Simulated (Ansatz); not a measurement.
A computed series for ScAg: thickness series

Base system: ScAg in the CsCl type structure (space group Pm-3m, No. 221).

```
CELL_PARAMETERS angstrom
      3.38265     0.00000     0.00000
      0.00000     3.38265     0.00000
      0.00000     0.00000     3.38265
ATOMIC_POSITIONS crystal
  Sc 0.50000 0.50000 0.50000
  Ag 0.00000 0.00000 0.00000
```

Cartesian axes are those of the cell as printed.

Free-standing slabs (2 atom(s) a layer) normal to [110] with 15 Å of vacuum; in-plane cell held at bulk.

Computed with PBEsol/PAW in Ansatz (a quantum-chemistry and plane-wave program), no spin-orbit coupling.

Notes on the quantities. excess energy per area of both faces: slab less bulk energy over the cell's area: twice a surface energy; uncertain by up to 0.1 J/m²; layer's space group: with vacuum.

| change | excess energy per area of both faces | thickness between the outermost nuclei | layer's space group |
|---|---|---|---|
| 1 layer | – | – | Pmmm (No. 47) |
| 2 layers | 2.54 J/m² | 2.38 Å | Pmma (No. 51) |
| 3 layers | 2.61 J/m² | 4.77 Å | Pmmm (No. 47) |
| 4 layers | 2.6 J/m² | 7.26 Å | Pmma (No. 51) |
| 5 layers | 2.6 J/m² | 9.59 Å | Pmmm (No. 47) |
| 6 layers | 2.6 J/m² | 12.05 Å | Pmma (No. 51) |
| 7 layers | 2.6 J/m² | 14.41 Å | Pmmm (No. 47) |

Slab and bulk use different k-meshes, which limits the precision of the excess energy. No phonon test of stability was made. All final runs are without spin polarisation.
